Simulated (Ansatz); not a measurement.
## Ag (P6₃/mmc, No. 194, 2 atoms in the cell; start mp-10597; another form than the element's usual one): properties by level of theory

| level (code) | equilibrium lattice constant a (Å) | c axis length (Å) |
|---|---|---|
| PBEsol (Ansatz) | 2.863 | 4.701 |
| r²SCAN+rVV10 (Ansatz) | 2.879 | 4.726 |
| r²SCAN0 (Ansatz) | 2.900 | 4.787 |

Caveats: the relaxation could not lower the start's symmetry, so the cell can be a saddle point above a distorted one (PBEsol, r²SCAN+rVV10, r²SCAN0). Ansatz's density-functional and Hartree–Fock values are scalar-relativistic unless marked +SOC, with PAW data made under PBE.

The computed numbers hold no vibrational or temperature effects.

A start named mp-… is a Materials Project structure, which need not be a measured phase.

Ansatz is a program for electronic structure.
